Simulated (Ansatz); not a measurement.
A working Ansatz (a program for electronic structure) input for CaPtPb (Pnma, 12 atoms in the cell) (DFT, PBEsol, plane waves, default PAW files made with PBE):

Ansatz 0.2 input:
```yaml
crystal:
  lattice:
    - [7.481325, 0.000000, 0.000000]
    - [0.000000, 4.849855, 0.000000]
    - [0.000000, 0.000000, 8.468340]
  atoms:
    - { symbol: Ca, position: [0.980260, 0.250000, 0.307530] }
    - { symbol: Ca, position: [0.019740, 0.750000, 0.692470] }
    - { symbol: Ca, position: [0.519740, 0.750000, 0.807530] }
    - { symbol: Ca, position: [0.480260, 0.250000, 0.192470] }
    - { symbol: Pt, position: [0.226780, 0.250000, 0.901360] }
    - { symbol: Pt, position: [0.773220, 0.750000, 0.098640] }
    - { symbol: Pt, position: [0.273220, 0.750000, 0.401360] }
    - { symbol: Pt, position: [0.726780, 0.250000, 0.598640] }
    - { symbol: Pb, position: [0.328810, 0.250000, 0.576620] }
    - { symbol: Pb, position: [0.671190, 0.750000, 0.423380] }
    - { symbol: Pb, position: [0.171190, 0.750000, 0.076620] }
    - { symbol: Pb, position: [0.828810, 0.250000, 0.923380] }
kpoints:
  mp_grid: { grid: [4, 5, 3] }
hamiltonian:
  xc: pbesol
  pseudopotentials: { kind: paw }
scf:
  occupations: { method: fermi_dirac, width: 0.1 eV }
output:
  forces: true
  eigenvalues: true
  stress: true
```

The run converged in 8 iterations: free energy E − TS (on the zero of these files) -103737.6754 eV; Fermi level (on the code's own zero) 11.28 eV; pressure -6.40 GPa; largest force (vector length) 0.131 eV/Å. Each of these slips is then made, one at a time:

(1)
```diff
+  convergence: { dr2_threshold: 1.0e-02 eV }
```

(2)
```diff
-    - [7.481325, 0.000000, 0.000000]
-    - [0.000000, 4.849855, 0.000000]
-    - [0.000000, 0.000000, 8.468340]
+    - [3.958947, 0.000000, 0.000000]
+    - [0.000000, 2.566433, 0.000000]
+    - [0.000000, 0.000000, 4.481253]
```

### Question
Predict the outcome of each change.

### Answer

(1) A convergence threshold that is too loose. The run converged in 6 iterations, and against the sound input the free energy hardly moves (within 1 meV/atom), the pressure stays at -6.40 GPa and the largest force stays at 0.131 eV/Å. The full log also holds (shortened here): “iter 3 did not close the SCF: its close was put off for the readings that it lacked (scf_convergence_deferred on its scf_iter line)” and “iter 4 did not close the SCF: its close was put off for the readings that it lacked (scf_convergence_deferred on its scf_iter line)”.

(2) Cell lengths in the wrong unit (bohr against Å). The run converged in 10 iterations without an error; against the sound input the free energy goes up by 96.7 eV/atom, the pressure goes from -6.40 to 7730 GPa and the largest force goes from 0.131 to 84.91 eV/Å.

The starting cell comes from a database of computed structures (which also holds hypothetical and non-ambient phases and stackings), without a prior relaxation at this level. Its lattice was rescaled by a random factor within 2.5 % of one. Spin polarisation is off. In the base run, with a pressure of about -6 GPa the cell is away from its equilibrium volume at this level. Ansatz's pressure includes its estimate of the finite-basis (Pulay) stress.

Left out of this page: 2 runs of the series outside the window shown, repeating another row's setting, or not comparable; 2 runs of the series stopped by limits of time or memory.
